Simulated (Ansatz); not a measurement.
The structure below was relaxed with Ansatz (a quantum-chemistry and plane-wave program), PBEsol, PAW, cutoff 420 eV, without spin-orbit coupling, at pressure 0.3 GPa.

```yaml
crystal:
  lattice:
    - [2.50369, 0.00000, 0.00000]
    - [-1.25184, 2.16826, 0.00000]
    - [0.00000, 0.00000, 6.86640]
  atoms:
    - { symbol: B, position: [0.66667, 0.33333, 0.75000] }
    - { symbol: B, position: [0.33333, 0.66667, 0.25000] }
    - { symbol: N, position: [0.66667, 0.33333, 0.25000] }
    - { symbol: N, position: [0.33333, 0.66667, 0.75000] }
```

Find the space group and the Wyckoff positions.

Space group P6₃/mmc (No. 194); a = 2.5037 Å, b = 2.5037 Å, c = 6.8664 Å, α = 90.00°, β = 90.00°, γ = 120.00°

```
atom  site  symmetry       x       y       z
----  ----  --------  ------  ------  ------
B       2c      -6m2  0.3333  0.6667  0.2500
N       2d      -6m2  0.6667  0.3333  0.2500
```

Describe the coordination.

The crystal has 4 atoms in its conventional cell. Cell: a = 2.5037 Å, b = 2.5037 Å, c = 6.8664 Å, α = 90.00°, β = 90.00°, γ = 120.00°. B is coordinated by 3 N at 1.446 Å (trigonal planar). N has 3 B at 1.446 Å (trigonal planar). (Neighbours: up to the widest gap in distance over summed covalent radii, below 1.35, at either atom.)

Load acts through the strain it causes; cell and atoms are relaxed under it. Whether these cells are dynamically stable was not tested. The cell was made from BN (space group P6_3/mmc, No. 194; layered, stacked along the Cartesian z axis) by this change: pressure 0.3 GPa. No dispersion term is included in the PBEsol runs.
